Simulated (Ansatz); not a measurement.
Consider InAgTe₂ in the chalcopyrite structure (space group I-42d, No. 122; a = 6.354 Å, c = 12.637 Å). Axes: x, y, z lie along a, b, c of the conventional cell.

Calculations: plane-wave PAW DFT at the LDA level (Ansatz, an electronic-structure program, 420 eV), without spin-orbit coupling.

Strains are applied to the cell and any free atomic positions relax.

One change was made to it. Results:

| quantity | base | after |
|---|---|---|
| energy relative to the base (free energy F) | 0 meV/atom | +0.3 meV/atom |
| pressure (mean of the normal stresses, compression positive) | 0.0 GPa | 0.4 GPa |

Task: Which change produced these results?
A) uniaxial strain ε_zz = −2.25 %
B) uniaxial strain ε_zz = −3.00 %
C) uniaxial strain ε_zz = −0.75 %

Result: C, uniaxial strain ε_zz = −0.75 %. For comparison, the energy relative to the base in the other runs: uniaxial strain ε_zz = −2.25 % gives +3.2 meV/atom; uniaxial strain ε_zz = −3.00 % gives +5.7 meV/atom.

Stability against distortions was not tested. All final runs are without spin polarisation.
